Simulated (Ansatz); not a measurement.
The parent structure is BaTiO3 in the cubic perovskite structure (space group Pm-3m, No. 221).

```
CELL_PARAMETERS angstrom
      4.01924     0.00000     0.00000
      0.00000     4.01924     0.00000
      0.00000     0.00000     4.01924
ATOMIC_POSITIONS crystal
  Ba 0.00000 0.00000 0.00000
  Ti 0.50000 0.50000 0.50000
  O  0.50000 0.00000 0.50000
  O  0.00000 0.50000 0.50000
  O  0.50000 0.50000 0.00000
```

Calculations: PBE (Ansatz, a first-principles code; PAW; 420 eV plane waves; without spin-orbit coupling).

Now apply this change: the cell is scaled by 0.9760 in all directions; the atoms relax in the strained cell.

### Question
What does the calculation give for the energy relative to the base and mean gap deformation potential ΔEg/Δln V after the change?

### Answer
The energy increases by 37 meV/atom; the mean gap deformation potential ΔEg/Δln V is -2.1 eV.

No phonon test of stability was made. All final runs are without spin polarisation. Many cubic perovskites are stable only at high temperature; tilts and polar distortions were not tested. This is not the structure that BaTiO3 has at room temperature and ambient pressure.
